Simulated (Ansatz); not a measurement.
Seebeck coefficient (μV/K, mean over directions) of n-type MgS (Fm-3m) against carrier density, PBEsol, rigid bands in Ansatz (a program for electronic structure). Computed gap 2.73 eV; densities at which minority carriers matter at this gap, or further valleys turn the trend, are left out. Conductivity mass 0.35 mₑ (harmonic mean over directions), N_c = 1.7e19 cm⁻³ at 300 K.

```json
[
 {"electron density": "1e16 cm⁻³", "300 K": "-852", "500 K": "-919"},
 {"electron density": "1e17 cm⁻³", "300 K": "___", "500 K": "-720"},
 {"electron density": "1e18 cm⁻³", "300 K": "-455", "500 K": "-522"},
 {"electron density": "3e18 cm⁻³", "300 K": "-361", "500 K": "-428"},
 {"electron density": "1e19 cm⁻³", "300 K": "-261", "500 K": "-326"},
 {"electron density": "3e19 cm⁻³", "300 K": "-175", "500 K": "-235"},
 {"electron density": "1e20 cm⁻³", "300 K": "-97", "500 K": "___"},
 {"electron density": "3e20 cm⁻³", "300 K": "-51", "500 K": "___"},
 {"electron density": "1e21 cm⁻³", "300 K": "-25", "500 K": "-41"}
]
```

Q: What belongs in the gaps?

A: 
- 1e17 cm⁻³, 300 K: -653
- 1e20 cm⁻³, 500 K: -146
- 3e20 cm⁻³, 500 K: -82

Rigid bands with a gap fixed in temperature, one relaxation time for all states, no polarons or phonon drag, and whether or not such doping can be reached. Spin-orbit coupling is left out.
